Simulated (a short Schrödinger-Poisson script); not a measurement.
Stack: gated In0.52Al0.48As/In0.53Ga0.47As δ-doped gas in a quantum well, at 300 K.

| layer | material | thickness (nm) | Na (cm⁻³) |
|---|---|---|---|
| 1 | In0.52Al0.48As | 20 | - |
| 2 | In0.52Al0.48As | 10 | - |
| 3 | In0.53Ga0.47As | 15 | - |
| 4 | In0.52Al0.48As | 4000 | 1e14 |

The device is made up for the run: typed textbook-type constants, with dimensions and the other settings drawn at random. In0.52Al0.48As: permittivity 12.5, conduction-band edge (eV) 0.52, gap (eV) 1.45, electron mass (mₑ) 0.075, Nv at 300 K (cm⁻³) 1.1e19. In0.53Ga0.47As: permittivity 13.9, conduction-band edge (eV) 0, gap (eV) 0.74, Nv at 300 K (cm⁻³) 7.7e18.

Channel valleys (confinement mass, in-plane density-of-states mass, number): Γ 0.041, 0.041, 1. At the gate the conduction-band edge of layer 1 lies 0.65 eV − eVg above the Fermi level of the channel; the field vanishes at the back. Sheet of ionised δ-doping: +1.8e12 e/cm² at 20 nm from the gate. The barrier under the gate holds no holes. Gaps are held at their typed values at every temperature. Mesh 0.08 nm at interfaces.

Solved with a short Schrödinger-Poisson script written for these runs: 1D Poisson equation in equilibrium, electrons quantum, Hartree (BenDaniel-Duke, 40 states a valley, the channel's in-plane mass for all, wave functions free to enter the barrier), parabolic valleys, classical holes, full ionisation, no traps, pinning or gate leakage.

The same stack at other levels of the model or other numerical settings:

```tsv
run	sheet density of all electrons at Vg = 0.4 V (cm⁻²)	sheet density of all electrons at Vg = -0.1 V (cm⁻²)	capacitance at Vg = 0.4 V (μF/cm²)	centroid of the channel electrons at Vg = 0.4 V (nm)	rough cost against the base
base	1.40e12	4.73e11	0.308	5.90	about 1
electrons treated as classical, Boltzmann	1.58e12	5.46e11	0.345	3.72	0.02
electrons treated as classical, Fermi-Dirac	1.44e12	5.10e11	0.308	5.48	0.09
electrons treated as quantum, Hartree plus LDA exchange-correlation	1.42e12	4.88e11	0.310	5.84	2
mesh six times as coarse	1.40e12	4.72e11	0.308	5.88	0.2
one subband a valley	1.37e12	4.67e11	0.299	5.62	0.2
```

The classical rows ignore confinement, and Boltzmann statistics overrate the density once the band edge passes the Fermi level.
